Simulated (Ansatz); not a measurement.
CsGeCl3 (R3m, No. 160, 5 atoms in the cell; start mp-22988) was calculated with PBE0 (Ansatz, an electronic-structure program, plane waves, PAW).

Run with plane-wave cutoff 460 eV, 4×4×4 k mesh, Fermi–Dirac smearing 0.01 eV, scalar-relativistic PAW data made under PBE.

Cell (relaxed with PBEsol):

Space group R3m, hexagonal axes (No. 160); a = 7.4854 Å, b = 7.4854 Å, c = 9.2327 Å, α = 90.00°, β = 90.00°, γ = 120.00°

| atom | site | symmetry | x | y | z |
|---|---|---|---|---|---|
| Cs | 3a | 3m | 0.0000 | 0.0000 | 0.9957 |
| Ge | 3a | 3m | 0.0000 | 0.0000 | 0.5087 |
| Cl | 9b | .m | 0.1766 | 0.3533 | 0.3172 |
(The calculation used a cell of 5 atoms; values per cell refer to that cell.)

Estimate the band gap and direct gap at Γ that the calculation returns.


- band gap: 2.74 eV (on the SCF k mesh)
- direct gap at Γ: 8.33 eV

Note: cell and atoms aren't relaxed at this level (largest force component 0.19 eV/Å, pressure 1.4 GPa).

Spin–orbit coupling is not included.

The computed numbers hold no vibrational or temperature effects.

A start named mp-… is a Materials Project structure, which need not be a measured phase.
